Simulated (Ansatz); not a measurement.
# What biaxial strain −2.00 %, plane normal [001], relaxed out of plane does to Ge

Start from Ge in the diamond structure (space group Fd-3m, No. 227; a = 5.622 Å). Axes: x, y, z lie along the cube axes.

The change: compressive biaxial strain of 2.00 % in the plane normal to [001], as in epitaxy on a mismatched substrate; the out-of-plane cell vector and the atoms relax.

Method: Ansatz (a quantum-chemistry and plane-wave program) LDA, no spin-orbit coupling. k-mesh 14×14×14 (Γ-centred); smearing 0.05 eV (Fermi–Dirac).

```json
[
 {"quantity": "volume per atom", "base": "22.21 Å³", "changed": "21.66 Å³", "shift": "-0.55 Å³"},
 {"quantity": "space group", "base": "Fd-3m (No. 227)", "changed": "I4_1/amd (No. 141)", "shift": "–"},
 {"quantity": "shortest interatomic distance", "base": "243.4 pm", "changed": "241.5 pm", "shift": "-1.97 pm"},
 {"quantity": "energy relative to the base (free energy F)", "base": "0 meV/atom", "changed": "+7.7 meV/atom", "shift": "+7.7 meV/atom"},
 {"quantity": "pressure (mean of the normal stresses, compression positive)", "base": "0.0 GPa", "changed": "1.9 GPa", "shift": "+1.9 GPa"},
 {"quantity": "band gap", "base": "zero", "changed": "0.06 eV", "shift": "–"},
 {"quantity": "gap character", "base": "–", "changed": "indirect, Γ → N", "shift": "–"},
 {"quantity": "valence-band top at Γ (three highest levels, from the VBM)", "base": "–", "changed": "0.00, 0.00, -0.29 eV", "shift": "–"},
 {"quantity": "valley order (the lowest conduction-band minima on the path, energy above the VBM, named in the base's zone)", "base": "–", "changed": "L along [1-1-1] 0.06 eV; Γ 0.11 eV; a point along [100], about 0.9 Å⁻¹ from Γ 0.21 eV; a point along [001], about 0.9 Å⁻¹ from Γ 0.55 eV", "shift": "–"},
 {"quantity": "out-of-plane strain (rough)", "base": "–", "changed": "+1.53 %", "shift": "–"},
 {"quantity": "mean in-plane stress (compression positive) (rough)", "base": "–", "changed": "+2.9 GPa", "shift": "–"}
]
```

Cost of the whole job for the changed cell (relaxation, final SCF and bands): roughly 50 core-seconds.

Without a gap, meshes like the base's 14×14×14 leave anisotropic stresses uncertain by several tenths of a GPa, and small strain energies with them. Whether these cells are dynamically stable was not tested. A zero or small gap of Ge can be the functional's error rather than a property of the material. k-point labels follow each cell's own Brillouin zone.
